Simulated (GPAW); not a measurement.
A self-consistent single point of YAl3 (P1, 4 atoms in the cell) with GPAW.

Level of theory: LDA (Perdew-Wang 92), GPAW PAW datasets LDA (gpaw-data 1.0.1) (plane waves; GPAW 25.7.0).

The change in words: atoms moved at random. Reference geometry:
```xyz
4
Lattice="4.2044 0.0000 0.0000 0.0000 4.2044 0.0000 0.0000 0.0000 4.2044" Properties=species:S:1:pos:R:3 pbc="T T T"
Y      0.0000     0.0000     0.0000
Al     0.0000     2.1022     2.1022
Al     2.1022     0.0000     2.1022
Al     2.1022     2.1022     0.0000
```

Reference input (self-consistent single point, DFT LDA (Perdew-Wang 92), plane waves, GPAW PAW datasets LDA (gpaw-data 1.0.1)): mode = pw; ecut = 550 eV; xc = LDA; kpts = 6 6 6; mesh shift (steps) = 0 0 0; occupations.name = fermi-dirac; occupations.width = 0.1 eV; nbands = -8; convergence.forces = 0.001 eV/Å; symmetry.symmorphic = false; symmetry.tolerance = 0.0005; maxiter = 100. This run's input differs from it in these lines:

```diff
@@ -8,6 +8,6 @@
                     [0.000000, 0.000000, 4.204414]],
-              positions=[[0.000000, 0.000000, 0.000000],
-                         [0.000000, 2.102207, 2.102207],
-                         [2.102207, 0.000000, 2.102207],
-                         [2.102207, 2.102207, 0.000000]],
+              positions=[[0.001593, -0.018138, 0.005096],
+                         [0.019290, 2.072549, 2.080811],
+                         [2.022243, 0.038580, 2.124713],
+                         [2.161283, 2.111423, -0.006206]],
               pbc=True)
```

The program printed (abridged):

```
     iter     time        total  log10-change:
                         energy   eigst   dens  force
iter:   1 --:--:--   -19.724935
iter:   2 --:--:--   -19.716367   -1.76  -1.13
iter:   3 --:--:--   -19.655669   -1.66  -1.15
iter:   4 --:--:--   -19.618001   -3.40  -1.63
iter:   5 --:--:--   -19.621040   -2.39  -1.72
iter:   6 --:--:--   -19.618663c  -3.50  -2.21
iter:   7 --:--:--   -19.615055c  -3.14  -2.26
iter:   8 --:--:--   -19.614381c  -4.59  -2.56
iter:   9 --:--:--   -19.614375c  -5.44  -3.15
iter:  10 --:--:--   -19.614401c  -4.86  -3.12
iter:  11 --:--:--   -19.614373c  -5.11  -3.23
iter:  12 --:--:--   -19.614371c  -7.14  -3.83
iter:  13 --:--:--   -19.614371c  -7.36  -3.91
iter:  14 --:--:--   -19.614370c  -6.38  -3.95
iter:  15 --:--:--   -19.614370c  -8.07c -4.10c
iter:  16 --:--:--   -19.614371c  -6.81  -4.12c
iter:  17 --:--:--   -19.614371c  -8.56c -4.29c -2.75
iter:  18 --:--:--   -19.614369c  -7.54c -4.36c -2.60
iter:  19 --:--:--   -19.614369c  -8.53c -5.03c -4.20c
Converged after 19 iterations.

Dipole moment: (-0.362898, -0.165179, -0.029892) |e|*Ang

Energy contributions relative to reference atoms: (reference = -111723.150345)

Kinetic:        +19.425681
Potential:      -11.746386
External:        +0.000000
XC:             -27.076773
Entropy (-ST):   -0.046448
Local:           -0.193667
SIC:             +0.000000
--------------------------
Free energy:    -19.637594
Extrapolated:   -19.614369

Showing only first 2 kpts
 Kpt  Band  Eigenvalues  Occupancy
  0     8      5.96685    2.00000
  0     9      5.98787    2.00000
  0    10      9.07942    0.00000
  0    11      9.08360    0.00000

  1     8      5.88736    2.00000
  1     9      6.54810    1.99979
  1    10      8.82940    0.00000
  1    11      8.86079    0.00000

Fermi level: 7.46298

No gap
No difference between direct/indirect transitions
Energy (eV): -19.614369

Forces in eV/Ang:
  0 Y    -0.10277    0.11962   -0.05096
  1 Al   -0.07995    0.13443    0.14579
  2 Al    0.51078   -0.14800   -0.11659
  3 Al   -0.32794   -0.10609    0.02179

Stress tensor:
     0.004984     0.000259     0.000222
     0.000259     0.005244    -0.000152
     0.000222    -0.000152     0.005582
Stress (GPa, Voigt): [ 0.7984  0.8402  0.8944 -0.0243  0.0356  0.0415]
```

The run converged in 19 iterations. GPAW prints stress with tension positive. Against the reference run the free energy goes up by 10.0 meV/atom, the pressure goes from -1.06 to -0.84 GPa and the largest force goes from 0.000 to 0.544 eV/Å.

The starting cell comes from a database of computed structures (which also holds hypothetical and non-ambient phases and stackings), without a prior relaxation at this level. Its lattice was rescaled by a random factor within 2.5 % of one. For this run, on top of that: atoms moved at random.

Cost on one core of a shared machine: roughly 50 s.
